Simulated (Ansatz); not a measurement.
Where the default PAW files enter, the runs use the earlier of Ansatz's two default sets.

Crystal: CdSe (P6_3mc, wurtzite, 4 atoms a cell, 29.0 Å³ an atom); both levels run on this one cell.

Complex bands along the normal of (001) by Ansatz (plane waves, PAW, no spin-orbit coupling). r2SCAN gives a gap of 1.09 eV and a slowest mid-gap decay of 0.081 1/Å.

Question: What does PBE give on the same cell, and what does that do to the current through 2 nm?

Answer: Gap 0.60 eV, κ = 0.049 1/Å. The mid-gap transmission through 2 nm changes by exp(2 × 20 × (0.081 − 0.049)) = a factor of 3.6 against r2SCAN.

Ansatz is a quantum-chemistry and plane-wave program.
